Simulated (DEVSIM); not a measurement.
Structure: abrupt Si n-p junction, at 300 K.

```tsv
layer (left to right)	material	thickness (μm)	Nd (cm⁻³)	Na (cm⁻³)	τn (s)	τp (s)
1	Si	0.170	1.3e17	-	8.9e-6	8.9e-6
2	Si	1.60	-	3.5e15	8.9e-6	8.9e-6
```

Left contact: ohmic. Right contact: ohmic. Voltage is applied to the left contact. Recombination: SRH at mid-gap, radiative, Auger. Mobility is constant in doping.

The device is made up for the run: typed textbook-type constants, with dimensions and the other settings drawn at random. Values at 300 K.

```csv
parameter,Si
gap (eV),1.124
affinity (eV),4.05
permittivity,11.7
Nc (cm⁻³),2.86e19
Nv (cm⁻³),3.1e19
μn (cm²/Vs),1417
μp (cm²/Vs),470
B (cm³/s),4.7e-15
Cn (cm⁶/s),2.8e-31
Cp (cm⁶/s),9.9e-32
```

Simulated with DEVSIM: 1D drift-diffusion, Boltzmann statistics, complete ionisation; no tunnelling, impact ionisation, image-force lowering or self-heating.

Task: Tabulate band edges, carrier densities and field at zero bias.

Result: Energies count from the Fermi level of the right contact; mesh points crowd at the junctions.

```tsv
x (μm)	Ec (eV)	Ev (eV)	n (cm⁻³)	p (cm⁻³)	field (V/cm)
0.000	0.139	-0.985	1.3e17	890	≈ 0
0.01414	0.139	-0.985	1.3e17	890	≈ 0
0.03223	0.139	-0.985	1.3e17	890	≈ 0
0.05978	0.139	-0.985	1.3e17	890	≈ 0
0.1040	0.140	-0.984	1.3e17	900	160
0.1334	0.142	-0.982	1.2e17	980	2000
0.1527	0.151	-0.973	8.2e16	1400	9700
0.1710	0.187	-0.937	2.1e16	5600	30000
0.1851	0.227	-0.897	4.5e15	26000	27000
0.2093	0.289	-0.835	4.0e14	290000	25000
0.2442	0.373	-0.751	1.6e13	7500000	23000
0.3316	0.554	-0.570	1.4e10	8.1e9	18000
0.4333	0.712	-0.412	3.1e7	3.7e12	13000
0.6084	0.856	-0.268	120000	9.6e14	4000
0.9700	0.889	-0.235	34000	3.5e15	33
1.282	0.889	-0.235	33000	3.5e15	≈ 0
1.463	0.889	-0.235	33000	3.5e15	≈ 0
1.588	0.889	-0.235	33000	3.5e15	≈ 0
1.681	0.889	-0.235	33000	3.5e15	≈ 0
1.724	0.889	-0.235	33000	3.5e15	≈ 0
1.751	0.889	-0.235	33000	3.5e15	≈ 0
1.770	0.889	-0.235	33000	3.5e15	≈ 0
```
